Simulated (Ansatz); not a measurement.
Output of an Ansatz run (abridged):

```
WARN the atoms were moved onto the symmetric positions of the space group found under crystal.symmetry.tolerance 1.0e-5 (fractional …
WARN ansatz: RAYON_NUM_THREADS=1 ignored (pool sized by the plan → 1); use --threads N
Pseudopotentials: kind: paw
Pseudopotential: Y, paw, valence charge 11
Pseudopotential: Cu, paw, valence charge 19
Crystal: 6 atoms, lattice volume = 86.638 Å³
Basis set: ecut = 420 eV, 1687 PW (Γ)
Bands: 64, of which v1, the nominal top of the filled ones, is band 53 counted from 1 (52 counted from 0)
Symmetry: 12 space group operations
Space group: P6mm (ITA 183), of the structure as read, at distance tolerance 4.4e-5 Å
k-points: 50 of 512 (time reversal used)
PAW frozen core: Y, regenerated for the run's functional, and the local potential with it
PAW frozen core: Cu, regenerated for the run's functional, and the local potential with it
Initial density: superposition of atomic densities (neutral atoms: chi_scale 0, normalization atom), corrected by the library's trained network
Initial wavefunctions: pseudopotential atomic-orbital guess
Eigensolver: davidson
Functional: x = slater, c = lda
SCF iter   1: F=—  HF=-36525.344588 eV  |F-HF|=—  |Δ(HF+E_count)|=         —  Δρ=1.75e-2  dr2=1.19e-1  ethr=1.77e-3  ⟨swp⟩=5.7  Hψ=9792  notcnv=0  defer=46
all-band conjugate gradients solve this SCF's bands
preconditioner: auto → Kerker (q_TF=auto, 2.822 Å⁻¹)
SCF iter   2: F=—  HF=-36525.315545 eV  |F-HF|=—  |Δ(HF+E_count)|=   2.90e-2  Δρ=2.74e-3  dr2=1.05e-2  ethr=1.13e-4  ⟨swp⟩=2.0  Hψ=5530  notcnv=0  defer=95
SCF iter   3: F=—  HF=-36525.313855 eV  |F-HF|=—  |Δ(HF+E_count)|=   1.69e-3  Δρ=2.16e-3  dr2=5.08e-3  ethr=9.91e-6  ⟨swp⟩=1.5  Hψ=3127  notcnv=0  defer=95
SCF iter   4: F=—  HF=-36525.312486 eV  |F-HF|=—  |Δ(HF+E_count)|=   1.37e-3  Δρ=4.82e-4  dr2=4.63e-4  ethr=4.79e-6  ⟨swp⟩=1.9  Hψ=3860  notcnv=0  defer=95
SCF iter   5: F=—  HF=-36525.312398 eV  |F-HF|=—  |Δ(HF+E_count)|=   8.75e-5  Δρ=4.55e-4  dr2=1.29e-4  ethr=4.37e-7  ⟨swp⟩=2.0  Hψ=4582  notcnv=0  defer=95
SCF iter   6: F=—  HF=-36525.312380 eV  |F-HF|=—  |Δ(HF+E_count)|=   1.84e-5  Δρ=9.39e-5  dr2=6.96e-6  ethr=1.21e-7  ⟨swp⟩=2.0  Hψ=4422  notcnv=0  defer=95
SCF iter   7: F=—  HF=-36525.312396 eV  |F-HF|=—  |Δ(HF+E_count)|=   1.57e-5  Δρ=4.25e-5  dr2=1.12e-6  ethr=6.56e-9  ⟨swp⟩=2.2  Hψ=5615  notcnv=0  defer=95
SCF iter   8: F=-36525.312396 eV  HF=-36525.312396 eV  |F-HF|=6.85e-9  |Δ(HF+E_count)|=   1.55e-7  Δρ=1.03e-5  dr2=8.73e-8  ethr=9.43e-11  ⟨swp⟩=6.7  Hψ=12932  notcnv=0
SCF 1 converged in 8 iterations: F = -36525.312396 eV  dr2 = 8.73e-8
SCF converged after 8 iterations
Free energy (F): -36525.312396 eV
Harris-Foulkes:  -36525.312396 eV  (|F-HF|=6.85e-9)
Internal energy: -36525.209981 eV  (E = F + TS)
E sigma→0 (E₀):  -36525.261188 eV
Entropy (-TS):   -0.102415 eV (-17.069 meV/atom)
Fermi energy:    14.857328 eV
--- Per-component energies (eV) ---
  E_band       = -2049.481535
  E_kinetic    = 1809.727699
  E_local      = -24533.098339  (includes V_loc(G=0)·N_el)
  E_nonlocal   = 2011.388085
  E_hartree    = 10869.595396
  E_xc         = -619.924672
  E_vxc        = -779.873108  (∫ρ·V_xc dr)
  E_paw        = -10679.637238  (= ΣΔE_a)
  E_vpaw       = -2296.823278  (= ΣTr[D̂ρ^β])
  E_aug_tail   = 0.001079  (compensation charges beyond the density's cutoff)
  E_ewald      = -15385.839877
  E_core_change = 2.577886  (= ΣΔE_core)
  E_smearing   = -0.102415  (= −TS)
  E_closure    = 0.000000  (closes the sum)
  Σ components = -36525.312396   (vs F -36525.312396, Δ=0.00e0)
--- Forces (eV/Å), atoms counted from 1 ---
  atom   1  Y      0.00000000     0.00000000    -0.04189168
  atom   2  Cu    -0.00000000     0.00000000    -0.02670616
  atom   3  Cu     0.00000000    -0.00000000    -0.02670616
  atom   4  Cu     0.00000000     0.00000000     0.03177414
  atom   5  Cu    -0.00000000    -0.00000000     0.03177414
  atom   6  Cu     0.00000000    -0.00000000     0.03177414
  max |Σ_I F_I| component: 1.84e-5 eV/Å
--- Stress (GPa, compression-positive) ---
       -6.148870       0.000000      -0.000000
        0.000000      -6.148870      -0.000000
        0.000000      -0.000000      -6.048865
  P = ⅓ Tr σ = -6.1155 GPa (-61.155 kbar)
  The stress holds the Pulay correction. Without it, at fixed plane waves, as pw.x and ABINIT print it: P = -6.1822 GPa
--- Band table (eV; the first three rows and the last of 50) ---
  k-point 0: bands = ["-97.2582", "-97.2564", "-97.1246", "-97.1152", "-97.1152", "-55.0937", "-55.0700", "-55.0700", "-55.0658", "-55.0641", "-55.0641", "-54.9860", "-54.9519", "-54.9519", "-54.9257", "-54.9257", "-54.9095", "-54.9060", "-54.8839", [...]
  k-point 1: bands = ["-97.2581", "-97.2564", "-97.1247", "-97.1151", "-97.1151", "-55.0903", "-55.0714", "-55.0714", "-55.0706", "-55.0636", "-55.0636", "-54.9811", "-54.9522", "-54.9522", "-54.9243", "-54.9243", "-54.9129", "-54.9060", "-54.8841", [...]
  k-point 2: bands = ["-97.2579", "-97.2564", "-97.1249", "-97.1152", "-97.1152", "-55.0817", "-55.0806", "-55.0747", "-55.0747", "-55.0625", "-55.0625", "-54.9711", "-54.9528", "-54.9528", "-54.9217", "-54.9211", "-54.9211", "-54.9060", "-54.8846", [...]
  k-point 49: bands = ["-97.2571", "-97.2569", "-97.1209", "-97.1195", "-97.1151", "-55.0798", "-55.0789", "-55.0755", "-55.0718", "-55.0690", "-55.0601", "-54.9471", "-54.9385", "-54.9365", "-54.9273", "-54.9247", "-54.9180", "-54.9167", [...]
```

The structure:

```xyz
6
Lattice="4.9877 0.0000 0.0000 -2.4938 4.3195 0.0000 0.0000 0.0000 4.0214" Properties=species:S:1:pos:R:3 pbc="T T T"
Y      0.0000     0.0000     0.0500
Cu     0.0000     2.8796     0.0000
Cu     2.4938     1.4398     0.0000
Cu     2.4938     0.0000     2.0107
Cu     1.2469     2.1597     2.0107
Cu    -1.2469     2.1597     2.0107
```

Task: Write an input that gives this output.

Result: Other spellings and defaults could give the same log, and not every line can be read from it. The input that was run (DFT, LDA (PW92), plane waves, default PAW files made with PBE):

Ansatz 0.2 input:
```yaml
crystal:
  lattice:
    - [4.987692, 0.000000, 0.000000]
    - [-2.493846, 4.319468, 0.000000]
    - [0.000000, 0.000000, 4.021419]
  atoms:
    - { symbol: Y, position_ang: [0.000000, 0.000000, 0.049998] }
    - { symbol: Cu, position_ang: [-0.000002, 2.879647, 0.000000] }
    - { symbol: Cu, position_ang: [2.493848, 1.439821, 0.000000] }
    - { symbol: Cu, position_ang: [2.493846, 0.000000, 2.010709] }
    - { symbol: Cu, position_ang: [1.246923, 2.159734, 2.010709] }
    - { symbol: Cu, position_ang: [-1.246923, 2.159734, 2.010709] }
basis:
  ecutwfc: 420.0
kpoints:
  mp_grid:
    grid: [8, 8, 8]
hamiltonian:
  xc: lda
  pseudopotentials:
    kind: paw
scf:
  occupations:
    method: fermi_dirac
    width: 0.1
output:
  forces: true
  eigenvalues: true
  stress: true
```

The starting cell comes from a database of computed structures (which also holds hypothetical and non-ambient phases and stackings), without a prior relaxation at this level. Its lattice was rescaled by up to half a per cent. One atom was moved a little off its site on purpose. Spin polarisation is off. With a pressure of about -6 GPa the cell is away from its equilibrium volume at this level. Ansatz's pressure includes its estimate of the finite-basis (Pulay) stress.

Ansatz is an electronic-structure program.
